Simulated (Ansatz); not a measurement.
Phonon-limited electron mobility of C (Fd-3m) in cm²/(V·s), Ansatz (an electronic-structure program) with LDA, finite-displacement electron-phonon coupling, linearised Boltzmann equation. Condition of this run: measured lattice constant, not relaxed. Geometry: cell at a tabulated measured lattice constant.

| Condition | μ |
|---|---|
| 150 K | ? |
| 200 K | 3300 |
| 250 K | 2200 |
| 300 K | 1550 |
| 350 K | 1110 |
| 400 K | 808 |
| 500 K | ? |
| 600 K | 286 |

Question: What belongs in the gaps?

Answer: 
- 150 K, μ: 5200
- 500 K, μ: 460

Question: What exponent p of μ ∝ T^−p fits 200 to 400 K (along x)?

Answer: p ≈ 2.0; acoustic deformation-potential scattering alone gives 1.5.

Scattering by harmonic phonons alone: no impurities, screening or carrier-carrier scattering, bands fixed at 0 K. From a coarser fine mesh the values given move by up to 8 %. The mesh was bound by memory.
